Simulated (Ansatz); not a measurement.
Defect migration in bcc Mo: interstitial C, neutral cell. Calculation: PBE, PAW (plane waves to 420 eV; Ansatz, an electronic-structure program).

36-site cell at the relaxed PBE lattice, a 2×2×3 k-point mesh shifted by half a step, smearing 0.10 eV, spin-restricted, no finite-size correction. Static, classical nuclei. Sites that were not tried may lie lower.

Barriers: single points on a 3×3×5 k-point mesh shifted by half a step at the bands' geometries (they differ from the bands' own by up to 0.10 eV, and are uncertain by about as much).

The step: several atoms move together, C the farthest; the atom moves 1.58 Å along (0.00, 0.00, -0.50) of the unit cell; the moving atom starts with neighbours 2 Mo at 1.95, 4 Mo at 2.19 Å and ends with 2 Mo at 1.95, 4 Mo at 2.19 Å.

Problem. Predict the migration barrier of this step from PBE, PAW.

Solution. 121 kJ/mol, the same both ways. At the saddle the moving atom has neighbours 4 Mo at 1.99 Å. The saddle point's order was not checked, and it lies on a symmetry element of the cell, where a band can be held.
